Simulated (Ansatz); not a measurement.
The parent structure is AlP in the zinc blende structure (space group F-43m, No. 216).

```yaml
crystal:
  lattice:
    - [0.00000, 2.75388, 2.75388]
    - [2.75388, 0.00000, 2.75388]
    - [2.75388, 2.75388, 0.00000]
  atoms:
    - { symbol: P, position: [0.25000, 0.25000, 0.25000] }
    - { symbol: Al, position: [0.00000, 0.00000, 0.00000] }
```

Method: PBE, PAW, 420 eV (Ansatz, a first-principles code; no SOC).

Base values:

The gap between the host's bands is 1.63 eV and the gap character is indirect, Γ → X.

The change: 0.209 electrons added to each cell, a density of 5.0×10^21 cm⁻³, with a uniform compensating background at fixed cell and a 300 K Fermi–Dirac width.

Task: What does the calculation give for the gap between the host's bands, Fermi level from band edge and gap character after the change?

Result: The gap between the host's bands falls by 0.087 eV to 1.55 eV; the Fermi level relative to the doped band's edge (positive inside the band; to 0.05 eV) comes out as +0.95 eV; the gap character remains indirect, Γ → X.

Charged cell with a jellium background: band edges are those of the host's band count, energies are not comparable with the neutral cell, and many-body gap narrowing is missing. Stability against distortions was not tested.
